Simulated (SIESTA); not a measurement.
## Input and output of a self-consistent single point for Zr (P6_3/mmc, 2 atoms in the cell) (SIESTA)

Method of the run: GGA PBE, numerical atomic orbitals DZP, PseudoDojo PBE standard norm-conserving potentials (rewritten from UPF to PSML) (SIESTA).

The input file:

```
# files in the folder: Zr.psml (PseudoDojo PBE standard)
SystemName  Zr
SystemLabel Zr

NumberOfAtoms                2
NumberOfSpecies              1
%block ChemicalSpeciesLabel
  1 40 Zr
%endblock ChemicalSpeciesLabel
LatticeConstant              1.0 Ang
%block LatticeVectors
     3.205866000    0.000000000    0.000000000
    -1.602933000    2.776361000    0.000000000
     0.000000000    0.000000000    5.118946000
%endblock LatticeVectors
AtomicCoordinatesFormat      Bohr
%block AtomicCoordinatesAndAtomicSpecies
    -0.000003029    3.497709691    2.418351497  1
     3.029107395    1.748852222    7.255054490  1
%endblock AtomicCoordinatesAndAtomicSpecies

XC.functional                GGA
XC.authors                   PBE
PAO.BasisSize                DZP
PAO.EnergyShift              0.01 Ry
MeshCutoff                   350 Ry
%block kgrid.MonkhorstPack
   16   0   0  0.0
    0  16   0  0.0
    0   0   9  0.0
%endblock kgrid.MonkhorstPack
OccupationFunction           FD
ElectronicTemperature        0.1 eV

MaxSCFIterations             150
SCF.Mixer.Method             Broyden
SCF.Mixer.Weight             0.2
SCF.Mixer.History            8
SCF.DM.Tolerance             1.0E-05
Diag.ParallelOverK           true
WriteForces                  true
Charge.Mulliken              end
```

Log, with long lists cut:

```
reinit: Reading from file input.fdf

reinit: System Name: Zr
reinit: System Label: Zr

coor:   Atomic-coordinates input format  =     Cartesian coordinates
coor:                                            (in Bohr units)

siesta: Atomic coordinates (Bohr) and species
siesta:     -0.00000   3.49771   2.41835  1        1
siesta:      3.02911   1.74885   7.25505  1        2

siesta: System type = bulk

initatomlists: Number of atoms, orbitals, and projectors:      2    38    36

siesta: ******************** Simulation parameters ****************************
redata: Spin configuration                          = none
redata: Time-Reversal Symmetry                      = T
redata: Number of Atomic Species                    =        1
redata: Mesh Cutoff                                 =   350.0000 Ry
redata: Net charge of the system                    =     0.0000 |e|
redata: Min. number of SCF Iter                     =        0
redata: Max. number of SCF Iter                     =      150
redata: SCF convergence failure will abort job
redata: SCF mix quantity                            = Hamiltonian
redata: Mix DM or H after convergence               =   F
redata: Recompute H after scf cycle                 =   F
redata: Mix DM in first SCF step                    =   T
redata: No kicks to SCF
redata: DM Mixing Weight for Kicks                  =     0.5000
redata: Require Harris convergence for SCF          =   F
redata: Harris energy tolerance for SCF             =     0.000100 eV
redata: Require DM convergence for SCF              =   T
redata: DM tolerance for SCF                        =     0.000010
redata: Require EDM convergence for SCF             =   F
redata: EDM tolerance for SCF                       =     0.001000 eV
redata: Require H convergence for SCF               =   T
redata: Hamiltonian tolerance for SCF               =     0.001000 eV
redata: Require (free) Energy convergence for SCF   =   F
redata: (free) Energy tolerance for SCF             =     0.000100 eV
redata: Using DFT-D3 dispersion                     =   F
redata: Using Saved Data (generic)                  =   F
redata: Method of Calculation                       = Diagonalization
redata: Electronic Temperature                      =  1160.4518 K
redata: Number of TDED substeps                     =        3
redata: Dynamics option                             = Single-point calculation
redata: Save all siesta data in one NC              =   F
redata: ***********************************************************************

%block SCF.Mixers
  Broyden
%endblock SCF.Mixers

%block SCF.Mixer.Broyden
  # Mixing method
  method broyden

  # Mixing options
  weight 0.2000
  weight.linear 0.2000
  weight.prime 0.2000
  history 8
%endblock SCF.Mixer.Broyden

DM_history_depth set to one: no extrapolation allowed by default for geometry relaxation
Size of DM history Fstack: 1
Total number of electrons:    24.000000
Total ionic charge:    24.000000

* ProcessorY, Blocksize:    1  39

* Orbital distribution balance (max,min):    38    38

k-point displ. along   1 input, could be:     0.00    0.50
k-point displ. along   2 input, could be:     0.00    0.50
 Kpoints in:         1280 . Kpoints trimmed:         1168

siesta: k-grid: Number of k-points = 1168
siesta: k-points from Monkhorst-Pack grid
siesta: k-cutoff (effective) =    23.035 Ang
siesta: k-point supercell and displacements
siesta: k-grid:    16     0     0      0.000
siesta: k-grid:     0    16     0      0.000
siesta: k-grid:     0     0     9      0.000

diag: Algorithm                                     = D&C
diag: Parallel over k                               =   F
diag: Use parallel 2D distribution                  =   F
diag: Parallel block-size                           = 39
diag: Parallel distribution                         =     1 x     1
diag: Used triangular part                          = Lower
diag: Absolute tolerance                            =  0.100E-15
diag: Orthogonalization factor                      =  0.100E-05
diag: Memory factor                                 =  1.0000

superc: Internal auxiliary supercell:     7 x     7 x     5  =     245
superc: Number of atoms, orbitals, and projectors:    490   9310   8820

                        Single-point calculation

superc: Internal auxiliary supercell:     7 x     7 x     5  =     245
superc: Number of atoms, orbitals, and projectors:    490   9310   8820

outcell: Unit cell vectors (Ang):
        3.205866    0.000000    0.000000
       -1.602933    2.776361    0.000000
        0.000000    0.000000    5.118946

outcell: Cell vector modules (Ang)   :    3.205866    3.205866    5.118946
outcell: Cell angles (23,13,12) (deg):     90.0000     90.0000    120.0000
outcell: Cell volume (Ang**3)        :     45.5619
new_DM -- step:     1
Initializing Density Matrix...

Attempting to read DM from file... Failed...
DM filled with atomic data:

InitMesh: MESH = 32 x 32 x 60 = 61440
InitMesh: Mesh cutoff (required, used) =   350.000   367.155 Ry

stepf: Fermi-Dirac step function

        iscf     Eharris(eV)        E_KS(eV)     FreeEng(eV)     dDmax    Ef(eV) dHmax(eV)
   scf:    1    -2740.951901    -2753.114259    -2753.172459  1.563864 -4.650875  3.146375
   scf:    2    -2753.631015    -2753.381728    -2753.442871  0.063251 -4.803691  2.165617
   scf:    3    -2753.763204    -2753.618193    -2753.687020  0.130997 -5.156555  0.014117
   scf:    4    -2753.618539    -2753.618370    -2753.687101  0.000810 -5.154043  0.005843
   scf:    5    -2753.618665    -2753.618521    -2753.687167  0.001061 -5.153798  0.007230
   scf:    6    -2753.618565    -2753.618544    -2753.687177  0.000519 -5.154849  0.002465
   [... 4 lines left out ...]
   scf:   11    -2753.618553    -2753.618551    -2753.687178  0.000023 -5.155608  0.000284
   scf:   12    -2753.618554    -2753.618552    -2753.687178  0.000018 -5.155650  0.000219
   scf:   13    -2753.618555    -2753.618554    -2753.687178  0.000013 -5.155683  0.000168
   scf:   14    -2753.618556    -2753.618555    -2753.687178  0.000011 -5.155706  0.000136
   scf:   15    -2753.618556    -2753.618555    -2753.687178  0.000008 -5.155724  0.000112

SCF Convergence by DM+H criterion
max |DM_out - DM_in|         :     0.0000083671
max |H_out - H_in|      (eV) :     0.0001118911
SCF cycle converged after 15 iterations

Using DM_out to compute the final energy and forces

siesta: E_KS(eV) =            -2753.6186

siesta: E_KS - E_eggbox =     -2753.6186

siesta: Atomic forces (eV/Ang):
     1    0.000007   -0.000004   -0.000000
     2   -0.000007    0.000004    0.000000
   Tot    0.000000   -0.000000   -0.000000
   Max    0.000007
   Res    0.000005    sqrt( Sum f_i^2 / 3N )
   Max    0.000007    constrained

Stress tensor Voigt[x,y,z,yz,xz,xy] (kbar):       -4.02       -4.01      -23.07        0.00       -0.00        0.01
(Free)E + p*V (eV/cell)    -2753.3924
Target enthalpy (eV/cell)    -2753.6872

siesta: Program's energy decomposition (eV):
siesta: Ebs     =      -653.507497
siesta: Eions   =      4242.861491
siesta: Ena     =       923.240993
siesta: Ekin    =       786.642255
siesta: Enl     =       286.025777
siesta: Eso     =         0.000000
siesta: Edftu   =         0.000000
siesta: DEna    =        37.476997
siesta: DUscf   =         0.786605
siesta: DUext   =         0.000000
siesta: Ex      =      -504.648134
siesta: Ec      =       -40.281558
siesta: Exc     =      -544.929692
siesta: Eharris =     -2753.618556
siesta: Etot    =     -2753.618555
siesta: FreeEng =     -2753.687178

siesta: Stress tensor (static) (eV/Ang**3):
siesta:    -0.002509    0.000004    0.000000
siesta:     0.000004   -0.002504    0.000000
siesta:    -0.000000    0.000000   -0.014397

siesta: Cell volume =         45.561902 Ang**3

siesta: Pressure (static):
siesta:                Solid            Molecule  Units
siesta:           0.00007047          0.00007047  Ry/Bohr**3
siesta:           0.00647022          0.00647033  eV/Ang**3
siesta:          10.36643616         10.36660921  kBar

mulliken: Atomic and Orbital Populations:

Species: Zr
Atom  Qatom  Qorb
               4s      5s      5s      4py     4pz     4px     5py     5pz
               5px     4dxy    4dyz    4dz2    4dxz    4dx2-y2 4dxy    4dyz
               4dz2    4dxz    4dx2-y2
   1 12.000   1.847   0.424   0.216   1.947   1.929   1.947   0.301   0.299
              0.301   0.631   0.531   0.692   0.531   0.631  -0.048  -0.037

             -0.058  -0.037  -0.048
   2 12.000   1.847   0.424   0.216   1.947   1.929   1.947   0.301   0.299
              0.301   0.631   0.531   0.692   0.531   0.631  -0.048  -0.037

             -0.058  -0.037  -0.048

mulliken: Qtot =       24.000

Mulliken Atomic Populations:
Atom #   charge [q] valence [e]  Species
     1    -0.000000   12.000000  Zr
     2     0.000000   12.000000  Zr
 Total    -0.000000
```

The run converged in 15 iterations.

The starting cell comes from a database of computed structures (which also holds hypothetical and non-ambient phases and stackings), without a prior relaxation at this level. Its lattice was rescaled by a random factor within 2.5 % of one. Values carry the incompleteness of an atom-centred basis.

Cost on one core of a shared machine: roughly 2 min.
